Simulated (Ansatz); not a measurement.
An Ansatz (a first-principles code) input (Kohn–Sham DFT with the LDA functional, run in Ansatz with PAW and 420 eV plane waves, no spin-orbit coupling):

Ansatz 0.2 input:
```yaml
crystal:
  lattice:
    - [3.9958734219, 0, 0]
    - [0, 3.9958734219, 0]
    - [1.997936711, -1.997936711, 2.7628747532]
  atoms:
    - { symbol: Zn, position: [0, 0, 0] }
    - { symbol: Se, position: [0.75, 0.75, 0.5] }
basis: { ecutwfc: 420, ecutrho_ratio: 4, xc_grid: 2, fft_grid_basis: typed }
kpoints: { mp_grid: { grid: [10, 10, 10] } }
hamiltonian:
  xc: lda
  dispersion: none
  pseudopotentials: { kind: paw }
scf: { occupations: { method: fermi_dirac, width: 0.05 } }
relax: { f_tol: 0.005, max_steps: 50, cell: { stress_tol: 0.01, fix: [a, b, gamma] } }
output: { forces: true, stress: true }
checkpoint: { write: state.ck, write_every: 1000 }
```

Problem. Which symmetry and how many k-points will the program report, and about how many plane waves at Γ?

Solution. Space group I-4m2 (ITA 119) with 8 operations, k-points 102 of 1000, and 877 plane waves at Γ.

Problem. And the final pressure?

Solution. -0.81 GPa (compression positive).

The cells carry an imposed strain or load. No phonon test of stability was made. The cell was made from ZnSe in the zinc blende structure (space group F-43m, No. 216) by this change: biaxial strain +1.50 %, plane normal [001], relaxed out of plane.
